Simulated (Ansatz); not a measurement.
The parent structure is MgO in the rock salt structure (space group Fm-3m, No. 225; a = 4.1592 Å). Axes: x, y, z lie along the cube axes.

Method: Kohn–Sham DFT with the LDA functional, run in Ansatz (a program for electronic structure) with PAW and 420 eV plane waves, scalar-relativistic without spin-orbit coupling.

Strains are applied to the cell and any free atomic positions relax.

One change was made to it. Results:

The electron mass goes from 0.36 mₑ (at Γ) to 0.39 mₑ along z, 0.36 mₑ across (at Γ); the energy increases by 6.4 meV/atom; the valence-band top at Γ (three highest levels, from the VBM) becomes 0.00, 0.00, -0.05 eV (base: 0.00, 0.00, 0.00 eV); the band gap grows by 0.24 eV (5.03 eV → 5.27 eV).

### Question
Which of these changes matches the shifts?
A. uniaxial strain ε_zz = +3.00 %
B. uniaxial strain ε_zz = −2.50 %
C. uniaxial strain ε_zz = −0.50 %

### Answer
B, uniaxial strain ε_zz = −2.50 %. For comparison, the band gap in the other runs: uniaxial strain ε_zz = +3.00 % gives 4.69 eV; uniaxial strain ε_zz = −0.50 % gives 5.08 eV.

Masses are band curvatures over ±0.01 Å⁻¹ around the edge. No phonon test of stability was made.
